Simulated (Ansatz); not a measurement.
## Rh: response to strain

The parent structure is Rh in the fcc (Cu type) structure (space group Fm-3m, No. 225; relaxed with 0.1 eV smearing).

```xyz
1
Lattice="0.0000 1.9008 1.9008 1.9008 0.0000 1.9008 1.9008 1.9008 0.0000" Properties=species:S:1:pos:R:3 pbc="T T T"
Rh     0.0000     0.0000     0.0000
```

Cartesian axes are those of the cell as printed.

Strains are applied to the cell and any free atomic positions relax; under biaxial strain the out-of-plane vector relaxes too.

Computed with r2SCAN (Ansatz, a quantum-chemistry and plane-wave program; PAW; 500 eV plane waves; without spin-orbit coupling).

Notes on the quantities. in-plane stress: mean in-plane stress (compression positive); energy relative to the base: free energy F.

```csv
variant,in-plane stress,energy relative to the base,volume per atom
base,–,0 meV/atom,13.73 Å³
"biaxial strain +0.50 %, plane normal [001], relaxed out of plane",[?],+1.0 meV/atom,13.81 Å³
"biaxial strain +1.00 %, plane normal [001], relaxed out of plane",-4.4 GPa,+3.8 meV/atom,13.89 Å³
"biaxial strain +1.50 %, plane normal [001], relaxed out of plane",-6.4 GPa,+8.5 meV/atom,13.96 Å³
"biaxial strain +2.00 %, plane normal [001], relaxed out of plane",-8.3 GPa,+15 meV/atom,14.04 Å³
"biaxial strain +2.50 %, plane normal [001], relaxed out of plane",-10.0 GPa,+23 meV/atom,[?]
"biaxial strain +3.00 %, plane normal [001], relaxed out of plane",-11.7 GPa,+32 meV/atom,14.18 Å³
```

**Question.** Complete the table.

**Answer.** 
- biaxial strain +0.50 %, plane normal [001], relaxed out of plane, in-plane stress: -2.3 GPa
- biaxial strain +2.50 %, plane normal [001], relaxed out of plane, volume per atom: 14.11 Å³

No phonon test of stability was made. All final runs are without spin polarisation. Rh lies near a magnetic instability that expansion can trigger; it was not tested.
